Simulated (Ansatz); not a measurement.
Given:

```
ZnSe
1.0
    0.00000     2.83273     2.73812
    2.83273     0.00000     2.73812
    2.83273     2.83273     0.00000
Se Zn
1 1
Cartesian
  4.24909   4.24909   4.10717
  0.00000   0.00000   0.00000
```

No spin polarisation.

Calculations: Kohn–Sham DFT with the r2SCAN functional, run in Ansatz (a program for electronic structure) with PAW and 500 eV plane waves, no spin-orbit coupling. Settings: 10×10×10 k-points, 0.05 eV Fermi–Dirac smearing.

Problem. Estimate the gap character.

Solution. Direct at Γ.

Problem. Estimate the pressure (mean of the normal stresses, compression positive).

Solution. 2.36 GPa.

Problem. What is the computed band gap?

Solution. 1.93 eV.

The cells carry an imposed strain or load. Whether these cells are dynamically stable was not tested. The cell was made from ZnSe in the zinc blende structure (space group F-43m, No. 216) by this change: uniaxial strain ε_zz = −3.34 %.
